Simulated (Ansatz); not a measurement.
We consider corundum Ga₂O₃ (metastable phase), described by r²SCAN-D4 (PAW; Ansatz, a quantum-chemistry and plane-wave program).

Numerical settings: plane-wave cutoff 560 eV, 8×8×8 k mesh, Fermi–Dirac smearing 0.01 eV, scalar-relativistic PAW data made under PBE.

A third-order Birch–Murnaghan fit to the energies gives V0 = 9.562 Å³/atom, B0 = 238 GPa, B′ = 4.4.

```csv
V (Å³/atom),P (GPa)
9.180,10.63
9.371,___
9.563,-0.01
9.754,___
9.945,-8.59
```

Task: Estimate the withheld pressures from this fit; the answers are the runs' own values.

Result: 
- 9.371, P (GPa): 5.03
- 9.754, P (GPa): -4.53

The formula P = (3/2) B0 (x^(7/3) − x^(5/3)) [1 + (3/4)(B′ − 4)(x^(2/3) − 1)] with x = V0/V meets the computed pressures within 0.02 GPa when these rounded values are put in.

Shape and atoms are relaxed at each volume.

Measured, for comparison: bulk modulus 220 ± 9 GPa (room temperature, not corrected to a static lattice, equation of state from high-pressure X-ray diffraction, our sources range from 220 to 252; as tabulated in Phys. Rev. B 77, 094123 (2008), gallium oxide under pressure (UNLV record)). Computed (rounded) less measured: bulk modulus not scored (sources differ).

Note: the bulk modulus comes from volumes at which shape and atoms were relaxed.

Static lattice: no zero-point or thermal effects.

Computing time: very roughly 20 core-minutes.
